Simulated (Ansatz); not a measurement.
Consider ZnIn₂O₄ (space group I-4, No. 82; a = 4.695 Å, c = 10.027 Å; a hypothetical phase, not in the database extracts checked).

Levels (all Ansatz, a quantum-chemistry and plane-wave program, PAW): PBEsol (420 eV, without spin-orbit coupling); PBEsol+SOC (420 eV, spin-orbit coupling included).

The geometry is relaxed with PBEsol.

| Quantity | Value |
|---|---|
| PBEsol lowest conduction level above the VBM at special points | Γ 0.83 eV; M 3.25 eV; N 3.55 eV; S 3.84 eV |
| PBEsol gap character | direct at Γ |
| PBEsol valence-band top at Γ | 0.00, 0.00, -0.20 eV |

Q: Predict the lowest conduction level above the VBM at special points, gap character and valence-band top at Γ from PBEsol+SOC.

A: The lowest conduction level above the VBM at special points goes from Γ 0.83 eV; M 3.25 eV; N 3.55 eV; S 3.84 eV to Γ 0.82 eV; M 3.24 eV; N 3.54 eV; S 3.83 eV; the gap character is still direct at Γ; the valence-band top at Γ (three highest Kramers pairs, from the VBM) becomes 0.00, -0.01, -0.21 eV (PBEsol: 0.00, 0.00, -0.20 eV).

Single points use the geometry relaxed with PBEsol. Differences between runs with and without spin-orbit coupling are approximate. Whether these cells are dynamically stable was not tested.
